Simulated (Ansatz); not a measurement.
**Thickness series in hypothetical zinc blende TlBr**

Take TlBr in the zinc blende structure (space group F-43m, No. 216; a = 7.3107 Å; a hypothetical phase, not in the database extracts checked) as the base. Axes: x, y, z lie along the cube axes.

Free-standing slabs (2 atom(s) a layer) normal to [110] with 15 Å of vacuum; in-plane cell held at bulk.

The values are results of PBEsol (Ansatz, a program for electronic structure, PAW, no spin-orbit coupling), not measurements.

Candidates:
(a) 1 layer
(b) 4 layers
(c) 2 layers
(d) 3 layers

Base values:

The band gap comes out as 2.76 eV.

Q: Order them by band gap, lowest first.

A: (b) 4 layers (2.69 eV), (d) 3 layers (3.06 eV), (a) 1 layer (3.39 eV), (c) 2 layers (3.50 eV)

With Tl present, leaving out spin-orbit coupling can change the band edges. No phonon test of stability was made.
